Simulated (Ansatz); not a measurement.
We consider K₂WO₄ (C2/m, No. 12), described by r²SCAN+rVV10 (plane waves, PAW; Ansatz, a program for electronic structure).

Run with plane-wave cutoff 500 eV, 8×8×6 k mesh (along the axes of the cell as run), Fermi–Dirac smearing 0.05 eV, no spin polarisation, scalar-relativistic PAW data made under PBE.

Computed at the level's own relaxed cell.

Q: Predict the volume per atom and band gap.

A: 
- volume per atom: 17.74 Å³/atom
- band gap: 5.22 eV (on the SCF k mesh)

Spin–orbit coupling is not included.

The computed numbers hold no vibrational or temperature effects.
